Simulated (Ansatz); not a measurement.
We consider CaZrS3 (Pnma, No. 62; cell taken from a computed entry), described by HSE06 in Ansatz (plane waves, PAW).

Settings: plane-wave cutoff 460 eV, 4×4×4 k mesh, Fermi–Dirac smearing 0.01 eV, scalar-relativistic PAW data made under PBE.

Cell (relaxed with PBEsol):

```
CELL_PARAMETERS angstrom
      7.00310     0.00000     0.00000
      0.00000     9.51569     0.00000
      0.00000     0.00000     6.45609
ATOMIC_POSITIONS crystal
  Ca 0.09640 0.25000 0.03515
  Ca 0.90360 0.75000 0.96485
  Ca 0.40360 0.75000 0.53515
  Ca 0.59640 0.25000 0.46485
  Zr 0.00000 0.00000 0.50000
  Zr 0.50000 0.00000 0.00000
  Zr 0.50000 0.50000 0.00000
  Zr 0.00000 0.50000 0.50000
  S  0.18865 0.56410 0.82037
  S  0.81135 0.43590 0.17963
  S  0.31135 0.43590 0.32037
  S  0.68865 0.56410 0.67963
  S  0.68865 0.93590 0.67963
  S  0.31135 0.06410 0.32037
  S  0.81135 0.06410 0.17963
  S  0.18865 0.93590 0.82037
  S  0.96665 0.25000 0.62627
  S  0.03335 0.75000 0.37373
  S  0.53335 0.75000 0.12627
  S  0.46665 0.25000 0.87373
```

### Question
Predict the band gap.

### Answer

- band gap = 2.01 eV (on the SCF k mesh)

Note: cell and atoms aren't relaxed at this level (pressure 2.2 GPa).

Spin–orbit coupling is not included.

Computed values are for the static lattice.

It cost about 29 core-minutes (a rough figure) of CPU time.

Ansatz is a first-principles code.
